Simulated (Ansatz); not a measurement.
Ansatz (a program for electronic structure) run on the (111) slab of TiSe (cut from a parent of space group no. 129; 16 atoms in the cell): self-consistent single point.

Computed with LDA (PW92), default PAW files made with PBE (plane waves; Ansatz).

```
TiSe
1.0
    5.90909     0.00000     0.00000
    2.95455     6.67403     0.00000
    0.00000     0.00000    21.32840
Ti Se
8 8
Direct
  0.29296   0.91408   0.31368
  0.79296   0.91408   0.31368
  0.89095   0.71810   0.43789
  0.39095   0.71810   0.43789
  0.48894   0.52212   0.56210
  0.98894   0.52212   0.56210
  0.08693   0.32615   0.68632
  0.58693   0.32615   0.68632
  0.89771   0.20458   0.28131
  0.18821   0.62357   0.34605
  0.49570   0.00861   0.40553
  0.78620   0.42760   0.47026
  0.09369   0.81263   0.52974
  0.38419   0.23162   0.59447
  0.69167   0.61665   0.65395
  0.98218   0.03564   0.71869
```

Reference input (self-consistent single point, DFT, LDA (PW92), plane waves, default PAW files made with PBE): basis.ecutwfc = 420 eV; kpoints.mp_grid.grid = 5 5 1; hamiltonian.xc = lda; hamiltonian.pseudopotentials = {kind: paw} (the program's default PAW files); scf.occupations.method = gaussian; scf.occupations.width = 0.272 eV. This run's input differs from it in these lines:

```diff
@@ -34,4 +34,4 @@
   occupations:
-    method: gaussian
-    width: 0.272 eV
+    method: cold
+    width: 0.3 eV
 output:
```

Output, abridged:

```
SCF iter   1: F=—  HF=-62674.643371 eV  |F-HF|=—  |Δ(HF+E_count)|=         —  Δρ=5.24e-3  dr2=3.10e-1  ethr=1.77e-3  ⟨swp⟩=6.2  Hψ=4872  notcnv=0
all-band conjugate gradients solve this SCF's bands
preconditioner: auto → LDOS
SCF iter   2: F=—  HF=-62674.621646 eV  |F-HF|=—  |Δ(HF+E_count)|=   2.17e-2  S|Δr|=    0.00e0  Δρ=3.52e-3  dr2=1.75e-1  ethr=1.38e-4  ⟨swp⟩=2.4  Hψ=2213  notcnv=0
   [... lines left out ...]
SCF iter   7: F=—  HF=-62674.603395 eV  |F-HF|=—  |Δ(HF+E_count)|=   1.46e-4  S|Δr|=    0.00e0  Δρ=1.25e-5  dr2=1.17e-6  ethr=1.96e-8  ⟨swp⟩=2.0  Hψ=1610  notcnv=0
SCF iter   8: F=—  HF=-62674.603397 eV  |F-HF|=—  |Δ(HF+E_count)|=   1.46e-6  S|Δr|=    0.00e0  Δρ=4.05e-6  dr2=1.61e-7  ethr=5.22e-10  ⟨swp⟩=2.3  Hψ=2070  notcnv=0
SCF iter   9: F=-62674.603397 eV  HF=-62674.603397 eV  |F-HF|=1.03e-8  |Δ(HF+E_count)|=   1.92e-7  S|Δr|=    0.00e0  Δρ=1.53e-6  dr2=2.32e-8  ethr=4.46e-11  ⟨swp⟩=11.1  Hψ=4155  notcnv=0
SCF 1 converged in 9 iterations: F = -62674.603397 eV  dr2 = 2.32e-8
Stability not checked (fill_not_monotonic)
Free energy (F): -62674.603397 eV
Internal energy: -62674.499370 eV  (E = F + TS)
E sigma→0 (E₀):  -62674.568721 eV
Entropy (-TS):   -0.104026 eV (-6.502 meV/atom)
Fermi energy:    1.577683 eV
--- Forces (eV/Å), atoms counted from 1 ---
  atom   1  Ti    -0.62875298     0.77656738     0.59332821
  atom   2  Ti     0.62875304     0.77656734     0.59332821
  atom   3  Ti     0.02742619     0.04434188    -0.15846471
  atom   4  Ti    -0.02742619     0.04434188    -0.15846471
   [... lines left out ...]
  atom  16  Se     0.00000007     1.82342086    -0.42910494
--- Stress (GPa, compression-positive) ---
       -3.602903       0.000000       0.000000
        0.000000      -3.036879       0.692929
        0.000000       0.692929      -2.465401
  P = ⅓ Tr σ = -3.0351 GPa (-30.351 kbar)
  The stress holds the Pulay correction. Without it, at fixed plane waves, as pw.x and ABINIT print it: P = -3.0481 GPa
```

The run converged in 9 iterations. Against the reference run the free energy goes up by 22.4 meV/atom and the largest force goes from 1.898 to 1.873 eV/Å.

The starting cell comes from a database of computed structures (which also holds hypothetical and non-ambient phases and stackings), without a prior relaxation at this level. The slab is cut from that crystal, and its faces are unrelaxed. Spin polarisation is off, so a magnetic state, if there is one, cannot be reached. Forces in this geometry exceed 1 eV/Å.

Cost on one core of a shared machine: roughly 40 s.

Keys are those of Ansatz 0.2.
